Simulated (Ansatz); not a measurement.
AlB2-type ZrB2 was calculated with r²SCAN+rVV10 (PAW; Ansatz, a first-principles code).

Settings: plane-wave cutoff 560 eV, 24×24×16 k mesh (along the axes of the cell as run), Fermi–Dirac smearing 0.05 eV, scalar-relativistic PAW data made under PBE.

The volume scan:

```csv
V (Å³/atom),E − E_lowest (meV/atom),P (GPa)
9.834,13.40,10.83
10.038,3.24,5.15
10.243,0.00,0.00
10.448,3.03,-4.66
10.653,11.74,-8.89
```

Question: Estimate the bulk modulus from the pressures at 10.038 and 10.448 Å³/atom, and compare it with a fit to all energies.

Answer: B = −V dP/dV. Between V = 10.038 and 10.448 Å³/atom, dP/dV = (-4.66 − (5.15))/(10.448 − 10.038) = -23.9 GPa per Å³/atom; at the midpoint 10.243 Å³/atom this gives B ≈ 245 GPa. The third-order Birch–Murnaghan fit gives V0 = 10.243 Å³/atom, B0 = 245 GPa, B′ = 3.9, which lies within 1 % of that estimate.

Shape and atoms are relaxed at each volume.

Note: the bulk modulus comes from volumes at which shape and atoms were relaxed.
